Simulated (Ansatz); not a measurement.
The structure below was relaxed with Kohn–Sham DFT with the r2SCAN functional, run in Ansatz (an electronic-structure program) with PAW and 500 eV plane waves, no SOC, earlier PAW set.

```yaml
crystal:
  lattice:
    - [0.00000, 3.06689, 3.06689]
    - [3.06689, 0.00000, 3.06689]
    - [3.06689, 3.06689, 0.00000]
  atoms:
    - { symbol: Se, position: [0.75000, 0.75000, 0.75000] }
    - { symbol: Cd, position: [0.00000, 0.00000, 0.00000] }
```

Problem. Find the space group and the Wyckoff positions.

Solution. Space group F-43m (No. 216); a = b = c = 6.1338 Å, α = β = γ = 90.00°

```json
[
 {"atom": "Se", "site": "4c", "symmetry": "-43m", "x": "0.2500", "y": "0.2500", "z": "0.2500"},
 {"atom": "Cd", "site": "4a", "symmetry": "-43m", "x": "0.0000", "y": "0.0000", "z": "0.0000"}
]
```

Problem. Describe the coordination.

Solution. The crystal has 8 atoms in its conventional cell. Lattice parameters: a = 6.134 Å, b = 6.134 Å, c = 6.134 Å, α = 90.00°, β = 90.00°, γ = 90.00°. Se is surrounded by 4 Cd at 2.656 Å (tetrahedral). Cd is surrounded by 4 Se at 2.656 Å (tetrahedral). (Neighbours: up to the widest gap in distance over summed covalent radii, below 1.35, at either atom; cation-cation and far metal-metal contacts left out.)

Gaps are read on the SCF mesh and a high-symmetry path. No phonon test of stability was made. The cell was made from ZnSe by this change: Zn → Cd.
